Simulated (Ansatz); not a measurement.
We consider GaN (I4mm, No. 107, 2 atoms in the cell; start mp-2646978; a measured phase of this formula has another space group), described by r²SCAN in Ansatz (plane waves, PAW).

Numerical settings: plane-wave cutoff 560 eV, 16×16×16 k mesh, Fermi–Dirac smearing 0.01 eV, scalar-relativistic PAW data made under PBE.

Cell (relaxed at this level):

```
GaN
1.0
   -1.42642     1.42642     2.46903
    1.42642    -1.42642     2.46903
    1.42642     1.42642    -2.46903
Ga N
1 1
Direct
  0.75625   0.75625   0.00000
  0.35875   0.35875   0.00000
```

**Question.** What does this level give for the band gap and bulk modulus B0?

**Answer.** 
* **band gap**: 0.76 eV (on the SCF k mesh)
* **bulk modulus B0**: 198 GPa

Note: the relaxation could not lower the start's symmetry, so the cell can be a saddle point above a distorted one; the bulk modulus is −V dP/dV from two relaxed cells at ±2 % in volume.

Spin–orbit coupling is not included.

Static lattice: no zero-point or thermal effects.

A start named mp-… is a Materials Project structure, which need not be a measured phase.

Ansatz is a program for electronic structure.
